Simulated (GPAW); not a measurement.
Input and output of a self-consistent single point for TaAg₇S₆ (P1, 14 atoms in the cell) (GPAW).

Method of the run: LDA (Perdew-Wang 92)+U, GPAW PAW datasets LDA (gpaw-data 1.0.1) (plane waves; GPAW).

```
TaAg7S6
1.0
    7.55347     0.00000     0.00000
   -3.62633     6.71678     0.00000
   -3.57395    -2.32454     6.33665
Ta Ag S
1 7 6
Direct
  0.98365   0.48624   0.50541
  0.88558   0.26219   0.88306
  0.45374   0.19450   0.08769
  0.06359   0.71828   0.06468
  0.61646   0.61939   0.67560
  0.08417   0.18434   0.30164
  0.09262   0.97118   0.61952
  0.41955   0.01742   0.48554
  0.00604   0.00348   0.96366
  0.52139   0.28588   0.77860
  0.74837   0.11404   0.36984
  0.72917   0.60018   0.38607
  0.21570   0.59796   0.86471
  0.24198   0.61292   0.38598
```

Reference input (self-consistent single point, DFT LDA (Perdew-Wang 92), plane waves, GPAW PAW datasets LDA (gpaw-data 1.0.1)): mode = pw; ecut = 550 eV; xc = LDA; kpts = 3 2 2; mesh shift (steps) = 0 0 0; occupations.name = methfessel-paxton; occupations.width = 0.05 eV; occupations.order = 0; nbands = -8; convergence.density = 1e-05 e/electron; convergence.bands = -6; symmetry.symmorphic = false. This run's input differs from it in these lines:

```diff
@@ -26,2 +26,3 @@
             xc='LDA',
+            setups={'Ta': ':d,5.0'},
             kpts={'size': (3, 2, 2), 'gamma': True},
```

Log, with long lists cut:

```
     iter     time        total  log10-change:
                         energy   eigst   dens
iter:   1 --:--:--   -66.528975   -0.07
iter:   2 --:--:--   -65.712003   -1.12  -1.41
iter:   3 --:--:--   -63.141186   -1.05  -1.44
iter:   4 --:--:--   -62.935767   -1.60  -1.66
iter:   5 --:--:--   -63.139255   -1.67  -1.75
iter:   6 --:--:--   -63.036814   -1.59  -1.95
iter:   7 --:--:--   -63.066139   -1.63  -2.14
iter:   8 --:--:--   -62.829394   -2.10  -2.11
iter:   9 --:--:--   -62.837174   -3.21  -2.60
iter:  10 --:--:--   -62.824349c  -2.94  -2.67
iter:  11 --:--:--   -62.823368c  -3.61  -2.95
iter:  12 --:--:--   -62.825869c  -3.78  -3.01
iter:  13 --:--:--   -62.826440c  -3.96  -3.04
iter:  14 --:--:--   -62.828167c  -4.62  -3.16
   [... 8 lines left out ...]
iter:  23 --:--:--   -62.829634c  -5.55  -3.95
iter:  24 --:--:--   -62.829623c  -6.66  -4.04
iter:  25 --:--:--   -62.829624c  -6.26  -4.08
iter:  26 --:--:--   -62.829622c  -6.92  -4.23
iter:  27 --:--:--   -62.829619c  -7.44c -4.32
iter:  28 --:--:--   -62.829620c  -6.78  -4.41
iter:  29 --:--:--   -62.829620c  -7.71c -4.65
iter:  30 --:--:--   -62.829621c  -7.27  -4.68
iter:  31 --:--:--   -62.829621c  -7.42c -4.86
iter:  32 --:--:--   -62.829621c  -8.03c -4.87
iter:  33 --:--:--   -62.829621c  -8.16c -5.02c
Converged after 33 iterations.

Dipole moment: (-18.451964, -8.857420, 3.453059) |e|*Ang

Energy contributions relative to reference atoms: (reference = -1500121.549017)

Kinetic:         +7.196049
Potential:      -22.735511
External:        +0.000000
XC:             -48.021102
Entropy (-ST):   -0.000557
Local:           +0.731221
SIC:             +0.000000
--------------------------
Free energy:    -62.829899
Extrapolated:   -62.829621

Showing only first 2 kpts
 Kpt  Band  Eigenvalues  Occupancy
  0    82      3.81737    2.00000
  0    83      4.14325    1.96116
  0    84      4.28933    0.03884
  0    85      6.02816    0.00000

  1    82      3.60024    2.00000
  1    83      4.03777    2.00000
  1    84      5.24085    0.00000
  1    85      5.85842    0.00000

Fermi level: 4.21629

Gap: 0.146 eV
Transition (v -> c):
   [... lines left out ...]
  8 S     0.09613    0.02311    0.16592
  9 S     0.10343   -0.22231   -0.21441
 10 S    -0.05320    0.25769   -0.04815
 11 S    -0.07028    0.08447    0.30736
 12 S    -0.36500   -0.24771   -0.02599
 13 S     0.14304    0.21493   -0.05190

Stress tensor:
     0.037835    -0.001068     0.001132
    -0.001068     0.042045     0.001485
     0.001132     0.001485     0.041985
Stress (GPa, Voigt): [ 6.0618  6.7363  6.7267  0.238   0.1813 -0.1711]
```

The run converged in 33 iterations. GPAW prints stress with tension positive. Against the reference run the pressure goes from -7.34 to -6.51 GPa, the largest force goes from 0.712 to 0.442 eV/Å and the gap on the mesh goes from 0.135 to 0.146 eV.

The starting cell comes from a database of computed structures (which also holds hypothetical and non-ambient phases and stackings), without a prior relaxation at this level. Its lattice was rescaled by a random factor within 2.5 % of one. Spin-orbit coupling is off. Spin polarisation is off. The U value is a test value, and with U on an open shell several self-consistent states can exist. With a pressure of about -7 GPa the cell is away from its equilibrium volume at this level.

Cost on one core of a shared machine: roughly 4 min.
